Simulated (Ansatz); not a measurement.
**A computed series for PbSe: pressure series**

Take PbSe in the rock salt structure (space group Fm-3m, No. 225; a = 6.218 Å) as the base.

Cell and atoms are relaxed at each pressure.

Computed with PBE (Ansatz, an electronic-structure program, PAW, no spin-orbit coupling), earlier PAW set.

| pressure (GPa) | volume per atom (Å³/atom) |
|---|---|
| -2 | 31.514 |
| -1 | 30.734 |
| 0 | 30.046 |
| 1.8 | 28.988 |
| 4.2 | 27.838 |
| 18 | 23.806 |
| 45 | ? |
| 60 | 18.824 |

Question: Fit the third-order Birch–Murnaghan form P(V) = (3B₀/2)[(V₀/V)^(7/3) − (V₀/V)^(5/3)]·[1 + (3/4)(B₀′ − 4)((V₀/V)^(2/3) − 1)] (squares taken in P) to the rows shown and predict the withheld row.

Answer: Least squares on the printed values gives V₀ = 30.048 Å³/atom, B₀ = 47.0 GPa, B₀′ = 4.2; this predicts 20.075 Å³/atom, and the run gives 20.081 Å³/atom, 0.006 higher.

Measured bulk modulus of PbSe: 47.9 GPa (room temperature; as listed in Kevin S. Knight et al., Materials Advances (2022)); the computed value is for a static lattice, so the two differ by thermal effects too.

A case with no gap was solved on a k-mesh chosen for an insulator, which is coarse for it. Load acts through the strain it causes; cell and atoms are relaxed under it. Whether these cells are dynamically stable was not tested. No other phases were tried under pressure. All final runs are without spin polarisation.
